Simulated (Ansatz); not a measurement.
# Response to strain in Be

Take Be in the hcp (Mg type) structure (space group P6_3/mmc, No. 194; a = 2.2627 Å, c = 3.5664 Å; relaxed with 0.1 eV smearing) as the base.

Strains are applied to the cell and any free atomic positions relax.

Method: Kohn–Sham DFT with the PBE functional, run in Ansatz (a first-principles code) with PAW and 420 eV plane waves, without spin-orbit coupling.

Notes on the quantities. pressure: mean of the normal stresses, compression positive.

| change | pressure | volume per atom |
|---|---|---|
| base | 0.0 GPa | 7.91 Å³ |
| isotropic strain −3.00 % | 13.1 GPa | 7.22 Å³ |
| isotropic strain −2.50 % | ___ | 7.33 Å³ |
| isotropic strain −2.00 % | 8.3 GPa | 7.44 Å³ |
| isotropic strain −1.00 % | ___ | 7.67 Å³ |
| isotropic strain −0.50 % | 1.9 GPa | 7.79 Å³ |
| isotropic strain +0.50 % | -1.8 GPa | 8.03 Å³ |
| isotropic strain +2.00 % | -6.6 GPa | 8.39 Å³ |
| isotropic strain +2.50 % | -8.1 GPa | 8.51 Å³ |
| isotropic strain +3.00 % | -9.4 GPa | 8.64 Å³ |

**Question.** Some entries are withheld; estimate them.

**Answer.** 
- isotropic strain −2.50 %, pressure: 10.6 GPa
- isotropic strain −1.00 %, pressure: 3.9 GPa

No phonon test of stability was made.
